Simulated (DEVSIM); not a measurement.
Structure: CdS/CdTe n-p heterojunction, at 400 K.

Layer 1 from the left is CdS, thickness (μm) 0.330, Nd (cm⁻³) 7.2e16, τn (s) 1.8e-9, τp (s) 1.8e-9. Layer 2 from the left is CdTe, thickness (μm) 2.90, Na (cm⁻³) 1.2e15, τn (s) 1.8e-9, τp (s) 1.8e-9.

Left contact: ohmic. Right contact: ohmic. Voltage is applied to the left contact. Recombination: SRH at mid-gap, radiative, Auger. Mobility is μmin + (μ − μmin)/(1 + (N/Nref)^α).

The device is made up for the run: typed textbook-type constants, with dimensions and the other settings drawn at random. Values at 300 K; Nc and Nv go as T^1.5, mobilities as T to minus their exponent, the gap by Varshni's rule with the affinity fixed.

CdS: gap (eV) 2.4, affinity (eV) 4.3, permittivity 9, Nc (cm⁻³) 2.2e18, Nv (cm⁻³) 1.8e19, μn (cm²/Vs) 300, μp (cm²/Vs) 25, μn,min 30, μp,min 3, Nref,n 1e17, Nref,p 1e17, αn 0.6, αp 0.6, T exponent of μn 1.5, T exponent of μp 1.5, B (cm³/s) 1e-10, Cn (cm⁶/s) 1e-30, Cp (cm⁶/s) 1e-30, Varshni α (eV/K) 0.00039, Varshni β (K) 103. CdTe: gap (eV) 1.5, affinity (eV) 4.28, permittivity 10.2, Nc (cm⁻³) 8e17, Nv (cm⁻³) 1.8e19, μn (cm²/Vs) 1000, μp (cm²/Vs) 80, μn,min 100, μp,min 10, Nref,n 1e17, Nref,p 1e17, αn 0.6, αp 0.6, T exponent of μn 1.7, T exponent of μp 1.5, B (cm³/s) 1e-10, Cn (cm⁶/s) 1e-30, Cp (cm⁶/s) 1e-30, Varshni α (eV/K) 0.00031, Varshni β (K) 108.

Simulated with DEVSIM: 1D drift-diffusion, Boltzmann statistics, complete ionisation; no tunnelling, impact ionisation, image-force lowering or self-heating. Band offsets follow the typed affinities; no thermionic-emission limit at abrupt steps, no polarisation charge.

**Question.** What does the simulation give for the largest field in the device at zero bias, the potential step across the device at zero bias, the dark forward voltage at 1 A/cm², the dark forward voltage at 100 A/cm²?

**Answer.** largest field in the device at zero bias 23000 V/cm; potential step across the device at zero bias 0.972 V; dark forward voltage at 1 A/cm² 0.780 V; dark forward voltage at 100 A/cm² 1.171 V.
